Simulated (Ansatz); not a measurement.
PdTe (P6₃/mmc, No. 194, 4 atoms in the cell; start mp-564), treated with LDA (plane waves, PAW; Ansatz, a quantum-chemistry and plane-wave program).

Numerical settings: plane-wave cutoff 520 eV, 18×18×10 k mesh (along the axes of the cell as run), Fermi–Dirac smearing 0.05 eV, scalar-relativistic PAW data made under PBE.

Cell (relaxed at this level):

```cif
data_Pd2Te2
_chemical_formula_sum 'Te2 Pd2'
_space_group_name_H-M_alt 'P 1'
_space_group_IT_number 1
_cell_length_a 4.12912
_cell_length_b 4.12912
_cell_length_c 5.56326
_cell_angle_alpha 90.000
_cell_angle_beta 90.000
_cell_angle_gamma 120.000
loop_
_space_group_symop_operation_xyz
  'x, y, z'
loop_
_atom_site_label
_atom_site_type_symbol
_atom_site_fract_x
_atom_site_fract_y
_atom_site_fract_z
_atom_site_occupancy
Te1 Te 0.33333 0.66667 0.25000 1
Te2 Te 0.66667 0.33333 0.75000 1
Pd1 Pd 0.00000 0.00000 0.00000 1
Pd2 Pd 0.00000 0.00000 0.50000 1
```

Q: What does this level give for the bulk modulus?

A: 
- bulk modulus: 126 GPa

The run finds no gap.

Note: the bulk modulus is −V dP/dV from two relaxed cells at ±2 % in volume; the relaxation could not lower the start's symmetry, so the cell can be a saddle point above a distorted one.

Spin–orbit coupling is not included; it can open a gap where bands touch, and shift volumes and moduli.

Computed values are for the static lattice.

Cost on a shared machine: about 6 core-minutes (a rough figure).

A start named mp-… is a Materials Project structure, which need not be a measured phase.
